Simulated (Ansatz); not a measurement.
System: interstitial Al in 2H silicon carbide (charge state +3). Computed with PBE, PAW (plane waves to 420 eV; Ansatz, a program for electronic structure).

72-site cell at the relaxed PBE lattice, the Γ point alone, smearing 0.01 eV, spin-restricted, no finite-size correction. Static, classical nuclei. The host's phase is taken as given; its stability against other phases was not computed. The charge state is imposed; whether it is stable for some Fermi level was not computed. Sites that were not tried may lie lower. The start lies 0.55 eV above the lowest site run (PBE).

Barriers: single points on a 2×2×2 k-point mesh shifted by half a step along c at the bands' geometries (they differ from the bands' own by up to 0.19 eV, and are uncertain by about as much).

Relaxed starting cell (atoms counted from 1):

```
AlC36Si36
1.0
    9.27650     0.00000     0.00000
   -4.63825     8.03368     0.00000
    0.00000     0.00000    10.14789
Si C Al
36 36 1
Cartesian
  1.60615   0.92902   1.66530
  1.55875   0.90160   7.62051
 -0.00979   3.56636   2.55791
 -0.00703   3.60140   7.63495
 -1.55604   6.24465   2.55801
 -1.52437   6.22952   7.63497
  4.60648   0.87566   2.53039
  4.65145   0.88422   7.57624
  3.06010   3.55414   2.53035
  3.08996   3.58872   7.57628
  1.51152   6.23021   2.54326
  1.53529   6.24395   7.60821
  7.58060   0.91485   2.41593
  7.70511   0.88752   7.60964
  6.17769   3.56846   2.53233
  6.18629   3.57339   7.58086
  4.58104   6.11029   2.41599
  4.61960   6.23164   7.60963
 -0.08649   1.81370  -0.07938
  0.02718   1.87311   5.22547
 -1.55899   4.45742   0.01036
 -1.54116   4.46772   5.08121
 -3.11235   7.05450  -0.07929
 -3.00394   7.12341   5.22544
  3.18752   1.84203  -0.10164
  3.10015   1.79161   5.08303
  1.53765   4.46414  -0.00083
  1.54788   4.46977   5.07718
 -0.00490   7.13588  -0.00084
  0.00514   7.14194   5.07721
  6.15881   1.78935  -0.04767
  6.18450   1.79593   5.04781
  4.62752   4.44160  -0.04770
  4.64602   4.46059   5.04781
  3.06478   7.12702  -0.03140
  3.04534   7.11576   5.10602
  1.53227   0.88644   4.67694
  1.54655   0.89459   9.66873
  0.00369   3.57529   4.46756
 -0.01221   3.58548   9.53668
 -1.54162   6.25182   4.46765
 -1.54077   6.23296   9.53673
  4.64256   0.89390   4.43520
  4.65288   0.87468   9.47841
  3.09390   3.57621   4.43518
  3.08240   3.59473   9.47848
  1.53920   6.24617   4.44782
  1.52892   6.24028   9.52660
  7.80198   0.87651   4.39900
  7.69649   0.87491   9.51064
  6.19049   3.57583   4.43533
  6.17775   3.56846   9.50386
  4.65851   6.32111   4.39894
  4.60431   6.23048   9.51062
 -0.05136   1.75100   1.88239
 -0.01153   1.79865   7.09410
 -1.56015   4.45684   1.92907
 -1.54621   4.46481   6.98914
 -3.14908   7.11629   1.88243
 -3.08789   7.12684   7.09409
  3.14404   1.81698   1.80910
  3.09780   1.79021   7.01066
  1.52842   4.44673   1.91634
  1.53879   4.46564   6.98365
 -0.02457   7.13661   1.91635
 -0.00302   7.13608   6.98366
  6.11411   1.80332   1.87336
  6.19440   1.78414   6.95015
  4.61725   4.39605   1.87334
  4.64076   4.47501   6.95015
  3.07392   7.13236   1.90273
  3.08974   7.14143   6.98835
  0.25508   0.14913   3.49529
```
Cell charge +3.

End state 1 differs by these moves (Å; atoms that move under 0.08 Å are left out):

| atom | element | Δx | Δy | Δz |
|---|---|---|---|---|
| 1 | Si | -0.07 | -0.12 | 0.00 |
| 3 | Si | -0.09 | 0.11 | -0.14 |
| 9 | Si | 0.12 | 0.13 | -0.11 |
| 13 | Si | 0.14 | -0.02 | 0.14 |
| 17 | Si | 0.05 | 0.16 | 0.11 |
| 20 | Si | -0.10 | -0.16 | 0.00 |
| 24 | Si | -0.10 | 0.00 | -0.14 |
| 26 | Si | 0.05 | -0.08 | 0.14 |
| 39 | C | 0.04 | -0.07 | -0.07 |
| 45 | C | -0.06 | -0.07 | -0.04 |
| 49 | C | -0.08 | 0.00 | 0.07 |
| 53 | C | -0.03 | -0.09 | 0.04 |
| 55 | C | 0.05 | 0.09 | 0.00 |
| 57 | C | -0.04 | 0.05 | -0.06 |
| 59 | C | 0.05 | -0.05 | -0.07 |
| 60 | C | -0.01 | 0.00 | -0.08 |
| 61 | C | -0.06 | 0.02 | 0.07 |
| 62 | C | 0.00 | -0.01 | 0.08 |
| 67 | C | 0.06 | -0.01 | 0.06 |
| 69 | C | 0.06 | 0.11 | 0.00 |
| 73 | Al | 1.28 | 2.22 | 0.00 |

Problem. Predict the forward and backward barriers to end state 1 from PBE, PAW.

Solution. forward 1.62 eV, backward 1.62 eV; at the saddle point atom 73 has neighbours 2 C at 1.84, 2 C at 2.23; Si at 2.15, Si at 2.38 Å. The program found a first-order saddle point.
